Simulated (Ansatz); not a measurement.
Level of theory: PBE (plane waves to 420 eV, PAW; Ansatz, a quantum-chemistry and plane-wave program).

Host crystal: monoclinic HfO2, with a band gap (PBE, scalar-relativistic without spin-orbit coupling).

Planar average of the electrostatic potential across the slab, in eV from the highest filled level, for Au on the 1x1 (100) surface of monoclinic HfO2 (cut with top plane 2 O), one in a 1x1 cell, started at the site 'bridge O-O (span 5.3 Å)':

(z (Å), V (eV)): (5.34, 6.00); (5.64, 6.00); (5.94, 6.00); (6.23, 6.00); (6.53, 6.00); (6.83, 6.00); (7.13, 6.00); (7.42, 5.99); (7.72, 5.97); (8.02, 5.93); (8.31, 5.80); (8.61, 5.45); (8.91, 4.43); (9.20, 1.23); (9.50, -1.99); (9.80, -4.23); (10.09, -5.77); (10.39, -6.65); (10.69, -7.48); (10.98, -8.76); (11.28, -8.08); (11.58, -6.93); (11.88, -6.93); (12.17, -8.08); (12.47, -8.96); (12.77, -7.81); (13.06, -6.98); (13.36, -5.91); (13.66, -4.38); (13.95, -3.02); (14.25, -3.01); (14.55, -3.03); (14.84, -4.40); (15.14, -5.92); (15.44, -6.97); (15.73, -7.59); (16.03, -8.42); (16.33, -7.81); (16.63, -7.29); (16.92, -7.23); (17.22, -7.51); (17.52, -8.18); (17.81, -7.45); (18.11, -6.98); (18.41, -6.06); (18.70, -4.92); (19.00, -3.40); (19.30, -1.98); (19.59, -0.54); (19.89, -0.15); (20.19, 0.30); (20.48, 1.57); (20.78, 3.54); (21.08, 4.79); (21.38, 5.23); (21.67, 5.42); (21.97, 5.49); (22.27, 5.53); (22.56, 5.54); (22.86, 5.55); (23.16, 5.55); (23.45, 5.55); (23.75, 5.55); (24.05, 5.55); (24.34, 5.55)

Model: 25-atom slab, 9.3 Å thick at the start under the adsorbate (thin: gaps and levels are the slab's own), 4x4x1 mesh, Fermi-Dirac 0.01 eV, dipole correction, 12 atoms held, the rest relaxed; no symmetry held; spin-polarised, ending with about 1.0 μB a cell; orders that need a larger cell were not tried, no spin-orbit, no U, no dispersion correction. At the end it is bonded to 2 Hf + O. In PBE it is, or lies within 0.03 eV of, the lowest of the starts that converged.

Problem. The surface cell has an area of 27.90 Å². What dipole along the normal does the step between the two vacuum levels imply?

Solution. the top vacuum level lies 0.45 eV below the bottom one; p = −ε₀ A ΔV (ε₀ = 0.005526 e/(V·Å)) gives 0.07 e·Å a cell.
